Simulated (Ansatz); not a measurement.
PbS (model structure, started from the zincblende type, F-43m, No. 216, 2 atoms in the cell), treated with PBEsol+SOC in Ansatz (PAW).

Run with plane-wave cutoff 520 eV, 10×10×10 k mesh, Fermi–Dirac smearing 0.01 eV, PAW data made under PBE.

Cell (relaxed with PBEsol):

```
CELL_PARAMETERS angstrom
      0.00000     3.27151     3.27151
      3.27151     0.00000     3.27151
      3.27151     3.27151     0.00000
ATOMIC_POSITIONS crystal
  S  0.75000 0.75000 0.75000
  Pb 0.00000 0.00000 0.00000
```

Q: Give the computed band gap, smallest direct gap on the k points sampled and direct gap at Γ.

A: 
band gap: 0.54 eV (indirect)
smallest direct gap on the k points sampled: 1.05 eV
direct gap at Γ: 3.01 eV

Note: the relaxation could raise the start's symmetry but not lower it, so the cell can be a saddle point.

Static lattice: no zero-point or thermal effects.

Computing time: very roughly 50 core-seconds.

A model structure was made by putting elements into a prototype or built by hand; it is no filed structure, need not be a known phase, and can be a saddle point held by its symmetry.

Ansatz is an electronic-structure program.
